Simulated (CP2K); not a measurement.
Band structure of RbBr (Fm-3m, 2 atoms in the cell).

```yaml
crystal:
  lattice:
    - [4.88256, 0.00000, 0.00000]
    - [2.44128, 4.22842, 0.00000]
    - [2.44128, 1.40948, 3.98660]
  atoms:
    - { symbol: Rb, position: [0.00000, 0.00000, 0.00000] }
    - { symbol: Br, position: [0.50000, 0.50000, 0.50000] }
```

Method: PBE, GPW, DZVP-MOLOPT-SR-GTH basis, GTH-PBE potentials (GTH_POTENTIALS) (CP2K 2026.2).

Settings: CUTOFF = 500 Ry; REL_CUTOFF = 50 Ry; KPOINTS/SCHEME = MONKHORST-PACK 7 7 7; XC_FUNCTIONAL = PBE; Rb/BASIS_SET = DZVP-MOLOPT-SR-GTH; Rb/POTENTIAL = GTH-PBE-q9; Br/BASIS_SET = DZVP-MOLOPT-SR-GTH; Br/POTENTIAL = GTH-PBE-q7; METHOD = GPW; EPS_DEFAULT = 1e-10; EXTRAPOLATION = USE_GUESS; NGRIDS = 5; SCF_GUESS = ATOMIC; EPS_SCF = 1e-06.

The starting cell comes from a database of computed structures (which also holds hypothetical and non-ambient phases and stackings), without a prior relaxation at this level. Its lattice was rescaled by a random factor within 2.5 % of one. Values carry the incompleteness of an atom-centred basis.

Predict the gap along the standard path and the places of the band edges.

The gap along the path is 4.34 eV, direct at Γ to within 0.01 eV.

Levels in eV from the top of the valence band on the SCF mesh, bands 5 to 9:
```tsv
point	5	6	7	8	9
Γ	-8.63	0.00	0.00	0.00	4.34
X	-8.70	-0.48	-0.16	-0.16	5.81
W	-8.61	-0.47	-0.35	-0.35	7.29
K	-8.66	-0.48	-0.42	-0.26	6.58
L	-8.58	-0.95	-0.34	-0.34	7.49
U	-8.66	-0.48	-0.42	-0.26	6.58
```

Higher empty bands are left out: an atom-centred basis made for the valence describes them poorly.
